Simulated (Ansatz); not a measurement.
Adsorption energy and surface dipole of F on the 1x1 (110) surface of bcc W, one in a 2x2 cell, started at the site 'top W', worked from the runs' numbers; total energies count from the potentials' own zero.

These are PBE (plane waves to 420 eV, PAW; Ansatz, a program for electronic structure) values and carry that method's errors.

Model: 17-atom slab, 6.6 Å thick at the start under the adsorbate (thin: gaps and levels are the slab's own), 6x6x1 mesh, Fermi-Dirac 0.1 eV, dipole correction, 8 atoms held, the rest relaxed; start symmetry kept, larger cells not searched; no spin, no spin-orbit, no U, no dispersion correction. At the end it is bonded to W. In PBE it is, or lies within 0.03 eV of, the lowest of the starts that converged.

```csv
quantity,value
slab with the adsorbate,-166954.864 eV
"clean slab, same cell and mesh",-166145.498 eV
"reference, ½ F2(g)",-805.593 eV
area of the cell,28.68 Å²
change of the step from the bottom to the top vacuum level,0.649 eV
```

**Question.** What is the adsorption energy against this reference?

**Answer.** E(slab + adsorbate) − E(slab) − E(reference) = -3.77 eV, so in this state the adsorbate is more stable than in the reference, at a coverage of 3.49 a nm².

**Question.** What dipole does adsorption add to the slab along the outward normal (Helmholtz relation, ε₀ = 0.005526 e/(V·Å))?

**Answer.** p = −ε₀·A·ΔV = -0.103 e·Å = -0.49 D; its negative end points to the vacuum, which raises the vacuum level.
